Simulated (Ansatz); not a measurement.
Worked example: relaxation of the atoms of a (111) slab of SiNi3 (cut from a parent of space group no. 221; 20 atoms in the cell) in Ansatz (a first-principles code).

Method of the run: LDA (PW92), PAW files made with PBE (plane waves; Ansatz).

```
CELL_PARAMETERS angstrom
      4.97635     0.00000     0.00000
      2.48818     4.30965     0.00000
      0.00000     0.00000    17.99910
ATOMIC_POSITIONS crystal
  Si 0.73077 0.73077 0.27779
  Si 0.39744 0.39744 0.38890
  Si 0.06410 0.06410 0.50000
  Si 0.73077 0.73077 0.61110
  Si 0.39744 0.39744 0.72221
  Ni 0.23077 0.23077 0.27779
  Ni 0.73077 0.23077 0.27779
  Ni 0.23077 0.73077 0.27779
  Ni 0.89744 0.89744 0.38890
  Ni 0.39744 0.89744 0.38890
  Ni 0.89744 0.39744 0.38890
  Ni 0.56410 0.56410 0.50000
  Ni 0.06410 0.56410 0.50000
  Ni 0.56410 0.06410 0.50000
  Ni 0.23077 0.23077 0.61110
  Ni 0.73077 0.23077 0.61110
  Ni 0.23077 0.73077 0.61110
  Ni 0.89744 0.89744 0.72221
  Ni 0.39744 0.89744 0.72221
  Ni 0.89744 0.39744 0.72221
```

Reference input (self-consistent single point, DFT, LDA (PW92), plane waves, PAW files made with PBE): kpoints.mp_grid.grid = 6 6 1; hamiltonian.xc = lda; hamiltonian.pseudopotentials = {kind: paw} (the program's default PAW files); scf.occupations.method = gaussian; scf.occupations.width = 0.0073 Ry. This run's input differs from it in these lines:

```diff
@@ -39,2 +39,3 @@
     width: 0.0073 Ry
+relax: {}
 output:
```

The program printed (abridged):

```
   [... SCF lines of the steps left out ...]
relax step   1: F+E_penalty+E_count = -89647.74402773 eV  Δ(F+E_penalty+E_count) = +0.000e0 eV  max|allowed force component| = 5.374e-1 eV/Å  Δτ_max = 0.0000 Å  (12 SCF iters, dr2 threshold 2.50e-6 eV, accepted)
relax step   2: F+E_penalty+E_count = -89647.93700854 eV  Δ(F+E_penalty+E_count) = -1.930e-1 eV  max|allowed force component| = 3.339e-1 eV/Å  Δτ_max = 0.0629 Å  (8 SCF iters, dr2 threshold 1.80e-5 eV, accepted)
relax step   3: F+E_penalty+E_count = -89648.04365677 eV  Δ(F+E_penalty+E_count) = -1.066e-1 eV  max|allowed force component| = 5.093e-2 eV/Å  Δτ_max = 0.0965 Å  (8 SCF iters, dr2 threshold 6.97e-6 eV, accepted)
relax step   4: F+E_penalty+E_count = -89648.04517675 eV  Δ(F+E_penalty+E_count) = -1.520e-3 eV  max|allowed force component| = 3.671e-3 eV/Å  Δτ_max = 0.0112 Å  (9 SCF iters, dr2 threshold 1.62e-7 eV, accepted)
relax step   5: F+E_penalty+E_count = -89648.04517675 eV  Δ(F+E_penalty+E_count) = -2.634e-9 eV  max|allowed force component| = 3.658e-3 eV/Å  Δτ_max = 0.0000 Å  (2 SCF iters, accepted)
the relaxation is at rest under the 12 symmetry operations that the run kept from its start: a minimum is not shown …
Stability not checked: this state was not tested for a lower state beside it, because too few of the mixer's solves of this state at the end of the SCF gave a …
Free energy (F): -89648.045177 eV
Internal energy: -89647.946890 eV  (E = F + TS)
E sigma→0 (E₀):  -89647.996033 eV
Entropy (-TS):   -0.098287 eV (-4.914 meV/atom)
Fermi energy:    7.201948 eV
--- Forces (eV/Å), atoms counted from 1 ---
  atom   1  Si     0.00000000     0.00000000    -0.00185352
   [... lines left out ...]
    - { symbol: Ni, position: [0.23045649475215585, 0.7313948104956881, 0.6077159388781651] }
    - { symbol: Ni, position: [0.8955087054096612, 0.8955087054096611, 0.7142596651443954] }
    - { symbol: Ni, position: [0.4012903891806777, 0.8955087054096611, 0.7142596651443954] }
    - { symbol: Ni, position: [0.8955087054096611, 0.40129038918067783, 0.7142596651443954] }
```

The run converged. 

Summary of the result:
Free energy E − TS (on the zero of these files): -89648.0452 eV
Fermi level (on the code's own zero): 7.20 eV
Pressure averaged over the cell with its vacuum: -6.29 GPa
Largest force (vector length): 0.004 eV/Å
Relaxation steps: 5

The starting cell comes from a database of computed structures (which also holds hypothetical and non-ambient phases and stackings), without a prior relaxation at this level. The slab is cut from that crystal, and its faces start unrelaxed. Its lattice was rescaled in the plane by a random factor within 2.5 % of one. Spin polarisation is off. The relaxation keeps the symmetry of its start, so its end need not be a minimum.

Cost on one core of a shared machine: roughly 2 min.

Keys are those of Ansatz 0.2.
